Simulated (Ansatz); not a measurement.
An ideal cubic perovskite cell is held by its symmetry; such compounds can tilt or shift off centre at room temperature. The starting structures come from a database of crystals and need not be the phases stable at ambient conditions.

 Where the default PAW files enter, the runs use the earlier of Ansatz's two default sets.

Here is the system:

```yaml
crystal:
  lattice:
    - [4.20893, 0.00000, 0.00000]
    - [0.00000, 5.95233, 0.00000]
    - [0.00000, 2.97616, 2.97616]
  atoms:
    - { symbol: Zr, position: [0.00000, 0.00000, 0.00000] }
    - { symbol: Pb, position: [0.50000, 0.50000, 0.00000] }
    - { symbol: O, position: [0.00000, 0.50000, 0.50000] }
    - { symbol: O, position: [0.00000, 0.00000, 0.50000] }
    - { symbol: O, position: [0.50000, 0.00000, 0.00000] }
```

Space group of this cell: Pm-3m, cubic perovskite. The cell is taken as given; by r2SCAN its mean pressure is -5.6 GPa.

The numbers are results of r2SCAN (plane waves, PAW; Ansatz, a program for electronic structure), not measurements.

The current runs along the normal of the first two printed vectors; no spin-orbit coupling. Scaled by the factor s: all lengths (ions clamped). Meshes 10×10×10 and 8×6 across the current in all rows.

```json
[
 {"s": "0.98", "mean pressure (GPa)": "4.5", "band gap (eV)": "2.90"},
 {"s": "1.00", "mean pressure (GPa)": "-5.6", "band gap (eV)": "2.74"},
 {"s": "1.02", "mean pressure (GPa)": "-13.2", "band gap (eV)": "?"}
]
```

Question: Take the slope of the band gap against ln s from the two given rows, extrapolate to s = 1.02, and say what the run there gives.

Answer: Slope = (2.90 − 2.74) / ln 0.98 = -7.92 eV. The line gives 2.74 + (-7.92) × ln 1.02 = 2.58 eV. The run gives 2.55 eV, 0.03 eV under the line, 21 % of the predicted step.
